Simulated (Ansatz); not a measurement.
SnO (model structure, started from the h-BN type, P6₃/mmc, No. 194, 4 atoms in the cell), treated with r²SCAN+rVV10 (Ansatz, an electronic-structure program, PAW).

Numerical settings: plane-wave cutoff 560 eV, 18×18×6 k mesh (along the axes of the cell as run), Fermi–Dirac smearing 0.05 eV, scalar-relativistic PAW data made under PBE.

Cell (relaxed at this level):

```
CELL_PARAMETERS angstrom
      4.11014     0.00000     0.00000
     -2.05507     3.55949     0.00000
      0.00000     0.00000     5.15991
ATOMIC_POSITIONS crystal
  Sn 0.33333 0.66667 0.25000
  Sn 0.66667 0.33333 0.75000
  O  0.33333 0.66667 0.75000
  O  0.66667 0.33333 0.25000
```

Q: What does this level give for the band gap and Γ–Γ gap?

A: 
* **band gap**: 0.53 eV (on the SCF k mesh)
* **Γ–Γ gap**: 7.23 eV

Note: the relaxation could raise the start's symmetry but not lower it, so the cell can be a saddle point.

Spin–orbit coupling is not included.

Static lattice: no zero-point or thermal effects.

A model structure was made by putting elements into a prototype or built by hand; it is no filed structure, need not be a known phase, and can be a saddle point held by its symmetry.
